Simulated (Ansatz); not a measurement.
The starting structures come from a database of crystals and need not be the phases stable at ambient conditions.

 Where the default PAW files enter, the runs use the earlier of Ansatz's two default sets.

Inside the gap of an insulator the Bloch states are evanescent, with a wavenumber k + iκ along the transport direction.

Input:

```yaml
crystal:
  lattice:
    - [5.68972, 0.00000, 0.00000]
    - [0.00000, 5.68972, 0.00000]
    - [2.84486, -2.84486, 4.02324]
  atoms:
    - { symbol: Sr, position: [0.75000, 0.75000, 0.50000] }
    - { symbol: Sr, position: [0.25000, 0.25000, 0.50000] }
    - { symbol: Zn, position: [0.50000, 0.50000, 0.00000] }
    - { symbol: Mo, position: [0.00000, 0.00000, 0.00000] }
    - { symbol: O, position: [0.24102, 0.75898, 0.00000] }
    - { symbol: O, position: [0.75898, 0.24102, 0.00000] }
    - { symbol: O, position: [0.24102, 0.24102, 0.00000] }
    - { symbol: O, position: [0.75898, 0.75898, 0.00000] }
    - { symbol: O, position: [0.24102, 0.75898, 0.51796] }
    - { symbol: O, position: [0.75898, 0.24102, 0.48204] }
```

Space group of this cell: Fm-3m. The cell is taken as given; by r2SCAN its mean pressure is -7.5 GPa.

Transport runs along the normal of the first two printed cell vectors, the (001) plane of the conventional cell.

The gap is the functional's own. No spin-orbit coupling. Mid-gap values are interpolated on the energy grid.

Task: State the band gap and the smallest decay constant κ at mid-gap according to r2SCAN (Ansatz, a first-principles code).

Result: Gap 2.32 eV on a 8×8×8 mesh; κ = 0.294 1/Å, at (0.500, 0.000) of the in-plane reciprocal vectors. At the zone centre, at the nearest computed energy, the slowest state has κ = 0.42 1/Å.
